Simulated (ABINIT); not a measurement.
ABINIT run on CaO (Fm-3m, 2 atoms in the cell): self-consistent single point

Method: PBE, PAW (JTH v2.0 PBE PAW) (plane waves; ABINIT 10.0.3).

The input file:

```
# CaO, JTH v2.0 PBE PAW
pp_dirpath "./"
pseudos "Ca.GGA_PBE-JTH.xml, O.GGA_PBE-JTH.xml"
acell 6.4465874533 6.4465874533 6.4465874533
rprim
         0.0000000000    0.7071067812    0.7071067812
         0.7071067812    0.0000000000    0.7071067812
         0.7071067812    0.7071067812    0.0000000000
natom 2
ntypat 2
znucl 20 8
typat 1 2
xcart
         0.0000000000    0.0000000000    0.0000000000
         2.4122150000    2.4122150000    2.4122150000
      Angstrom
ecut 24
pawecutdg 48
occopt 3
tsmear 0.00073499
nband 13
kptopt 1
ngkpt 7 7 7
nshiftk 1
shiftk 0 0 0
nstep 80
tolvrs 1.0e-11
prtwf 0
prtden 0
prtvol 1
enunit 1
```

Log, with long lists cut:

```
 Symmetries : space group Fm -3 m (#225); Bravais cF (face-center cubic)

 -outvars: echo values of preprocessed input variables --------
            acell      6.4465874533E+00  6.4465874533E+00  6.4465874533E+00 Bohr
             ecut      2.40000000E+01 Hartree
           enunit           1
              ixc     -101130
         kptrlatt        7    0    0      0    7    0      0    0    7
          kptrlen      4.51261122E+01
            natom           2
            nband          13
            ngfft          30      30      30
          ngfftdg          45      45      45
             nkpt          20
            nstep          80
             nsym          48
           ntypat           2
           occopt           3
        pawecutdg      4.80000000E+01 Hartree
            rprim      0.0000000000E+00  7.0710678120E-01  7.0710678120E-01
                       7.0710678120E-01  0.0000000000E+00  7.0710678120E-01
                       7.0710678120E-01  7.0710678120E-01  0.0000000000E+00
          spgroup         225
           tolvrs      1.00000000E-11
           tsmear      7.34990000E-04 Hartree
            typat      1  2
           useylm           1
             xred      0.0000000000E+00  0.0000000000E+00  0.0000000000E+00
                       5.0000000000E-01  5.0000000000E-01  5.0000000000E-01
            znucl       20.00000    8.00000

== DATASET  1 ==================================================================

 Real(R)+Recip(G) space primitive vectors, cartesian coordinates (Bohr,Bohr^-1):
 R(1)=  0.0000000  4.5584257  4.5584257  G(1)= -0.1096870  0.1096870  0.1096870
 R(2)=  4.5584257  0.0000000  4.5584257  G(2)=  0.1096870 -0.1096870  0.1096870
 R(3)=  4.5584257  4.5584257  0.0000000  G(3)=  0.1096870  0.1096870 -0.1096870
 Unit cell volume ucvol=  1.8944129E+02 bohr^3
 Angles (23,13,12)=  6.00000000E+01  6.00000000E+01  6.00000000E+01 degrees

 Coarse grid specifications (used for wave-functions):

 getcut: wavevector=  0.0000  0.0000  0.0000  ngfft=  30  30  30
         ecut(hartree)=     24.000   => boxcut(ratio)=   2.11253

 Fine grid specifications (used for densities):

 getcut: wavevector=  0.0000  0.0000  0.0000  ngfft=  45  45  45
         ecut(hartree)=     48.000   => boxcut(ratio)=   2.18845

   3.33066450E+02                                ecore*ucvol(ha*bohr**3)

_setup2: Arith. and geom. avg. npw (full set) are    1063.006    1062.992

--- !BeginCycle
solver: {iscf: 17, nstep: 80, nline: 4, wfoptalg: 10, }
tolerances: {tolvrs: 1.00E-11, }
...

     iter   Etot(hartree)      deltaE(h)  residm     nres2
 ETOT  1  -53.359593007772    -5.336E+01 6.897E-02 3.654E+01
 ETOT  2  -53.360522710636    -9.297E-04 2.346E-02 3.746E+01
 ETOT  3  -53.333400624728     2.712E-02 4.494E-03 1.589E+00
 ETOT  4  -53.334299008675    -8.984E-04 2.564E-03 1.908E-01
 ETOT  5  -53.334023445420     2.756E-04 1.669E-03 7.297E-03
 ETOT  6  -53.334043375999    -1.993E-05 1.085E-03 1.850E-03
   [... 2 lines left out ...]
 ETOT  9  -53.334041932700    -4.944E-09 1.578E-04 5.998E-07
 ETOT 10  -53.334041932221     4.789E-10 1.037E-04 1.559E-09
 ETOT 11  -53.334041932229    -8.228E-12 4.530E-05 9.313E-10
 ETOT 12  -53.334041932230    -6.537E-13 3.032E-05 4.966E-11
 ETOT 13  -53.334041932230    -2.132E-13 1.355E-05 8.746E-13

 At SCF step   13       nres2   =  8.75E-13 < tolvrs=  1.00E-11 =>converged.

 Cartesian components of stress tensor (hartree/bohr^3)
  sigma(1 1)= -5.57565568E-06  sigma(3 2)=  0.00000000E+00
  sigma(2 2)= -5.57565568E-06  sigma(3 1)=  0.00000000E+00
  sigma(3 3)= -5.57565568E-06  sigma(2 1)=  0.00000000E+00

 ----iterations are completed or convergence reached----

 reduced coordinates (array xred) for    2 atoms
       0.000000000000      0.000000000000      0.000000000000
       0.500000000000      0.500000000000      0.500000000000
 cartesian forces (eV/Angstrom) at end:
    1     -0.00000000000000    -0.00000000000000    -0.00000000000000
    2     -0.00000000000000    -0.00000000000000    -0.00000000000000
 frms,max,avg= 0.0000000E+00 0.0000000E+00   0.000E+00  0.000E+00  0.000E+00 e/A
 length scales=  6.446587453300  6.446587453300  6.446587453300 bohr
              =  3.411387153469  3.411387153469  3.411387153469 angstroms
 Fermi (or HOMO) energy (eV) =   6.26287   Average Vxc (eV)= -10.33628
 Eigenvalues (   eV  ) for nkpt=  20  k points:
 kpt#   1, nband= 13, wtk=  0.00292, kpt=  0.0000  0.0000  0.0000 (reduced coord)
 -33.08645  -13.85499  -13.85499  -13.85499  -10.89649    4.60745    4.60745    4.60745
   9.24164   10.81168   10.81168   10.81168   12.29192
 prteigrs : prtvol=0 or 1, do not print more k-points.

--- !EnergyTerms
comment             : Components of total free energy in Hartree
kinetic             :  1.80721345164134E+01
hartree             :  1.07922559043549E+01
xc                  : -7.62486050122810E+00
Ewald energy        : -4.13689526423481E+01
psp_core            :  1.75815131863260E+00
local_psp           : -3.89858701100141E+01
spherical_terms     :  4.02309946705356E+00
internal            : -5.33340420471358E+01
'-kT*entropy'       :  5.01759553343240E-16
total_energy        : -5.33340420471358E+01
total_energy_eV     : -1.45129309094999E+03
...

-Cartesian components of stress tensor (GPa)         [Pressure=  1.6404E-01 GPa]
- sigma(1 1)= -1.64041426E-01  sigma(3 2)=  0.00000000E+00
- sigma(2 2)= -1.64041426E-01  sigma(3 1)=  0.00000000E+00
- sigma(3 3)= -1.64041426E-01  sigma(2 1)=  0.00000000E+00

 Calculation completed.
```

The run converged in 13 iterations.

The starting cell has typed, rounded lattice constants, without a prior relaxation at this level. Its lattice was rescaled by up to half a per cent.

These are the values that this program gave, and no reference: the one-centre exchange-correlation terms come from a truncated expansion.
